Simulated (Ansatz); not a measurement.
**KTaO3: biaxial strain +0.60 %, plane normal [001], relaxed out of plane**

The reference is KTaO3 in the cubic perovskite structure (space group Pm-3m, No. 221; a = 3.9520 Å). Axes: x, y, z lie along the cube axes.

The change: tensile biaxial strain of 0.60 % in the plane normal to [001], as in epitaxy on a mismatched substrate; the out-of-plane cell vector and the atoms relax.

The values are results of Kohn–Sham DFT with the LDA functional, run in Ansatz (an electronic-structure program) with PAW and 420 eV plane waves, no spin-orbit coupling, not measurements. k-mesh 8×8×8 (Γ-centred); smearing 0.05 eV (Fermi–Dirac).

| quantity | base | changed | shift |
|---|---|---|---|
| volume per atom | 12.34 Å³ | 12.47 Å³ | +0.124 Å³ |
| space group | Pm-3m (No. 221) | P4/mmm (No. 123) | – |
| shortest interatomic distance | 197.6 pm | 197.2 pm | -0.4 pm |
| energy relative to the base (free energy F) | 0 meV/atom | +1.5 meV/atom | +1.5 meV/atom |
| pressure (mean of the normal stresses, compression positive) | -0.01 GPa | -2.11 GPa | -2.10 GPa |
| band gap | 2.13 eV | 2.09 eV | -0.04 eV |
| gap character | – | indirect, A → Γ | – |
| smallest direct gap | 2.73 eV | 2.70 eV | -0.03 eV |
| out-of-plane strain | – | -0.20 % | – |
| mean in-plane stress (compression positive) | – | -3.2 GPa | – |

Cost of the whole job for the changed cell (relaxation, final SCF and bands): about 29 core-seconds (a rough figure).

With Ta present, leaving out spin-orbit coupling can change the band edges. No phonon test of stability was made. Labels are those of the standard path for the cell's own space group.
